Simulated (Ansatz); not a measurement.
Amorphous Si21Ge3O47, 71 atoms at 2.49 g/cm³, one PBE-relaxed geometry, zone centre. Methods: PBE, scalar-relativistic without spin-orbit coupling (Ansatz, an electronic-structure program); r2SCAN, scalar-relativistic without spin-orbit coupling (Ansatz); HSE06, scalar-relativistic without spin-orbit coupling (Ansatz). Plane waves to 420 eV (r2SCAN 500 eV); exact exchange is cut at the cell's faces. The usual formal charges leave 2 electrons over, so the level spacing at the Fermi energy parts defect or band states and needn't be the band gap. At PBE the levels at the filled edge of the gap are localised (band-tail or defect states), and the nearest spread-out levels lie 4.4 eV apart at the zone centre. The higher rungs were started with moments on some atoms, which died out.

A CHGNet melt-quench gave the starting glass, which DFT then relaxed. O atoms were pushed apart under 1.9 Å during the dynamics, to hinder bonds among them. The hot cell started wider than the set density and was brought back towards it in steps. It is the lowest in DFT energy of 2 quenches. It is a model cell: composition and starting density were chosen by hand, and all elements were melted together. No dispersion term was used. Its density started from a set value of 2.53 and ended at 2.49 g/cm³. The simulated quench (nominally 390 K/ps over its main leg) is rapid and tends to freeze in more defects than a deposited or slowly cooled glass has. One small periodic cell is one sample of the glass; other quenches scatter about these values. Volume and shape were free in the relaxation.

The relaxation ran on the zone centre alone. At PBE the level spacing at the Fermi energy is 3.80 eV on a 2×2×2 Γ-centred mesh, and the spacing at the zone centre alone 3.83 eV.

**Question.** What zone-centre spacing does r2SCAN give, roughly?

**Answer.** 4.35 eV (+0.52 eV against PBE).

**Question.** What zone-centre spacing does HSE06 give, roughly?

**Answer.** 5.25 eV (+1.42 eV against PBE).

The highest filled and the lowest empty state spread over these numbers of atoms (participation numbers): PBE: 5.2 and 11.9; r2SCAN: 4.7 and 10.8; HSE06: 3.9 and 12.5.
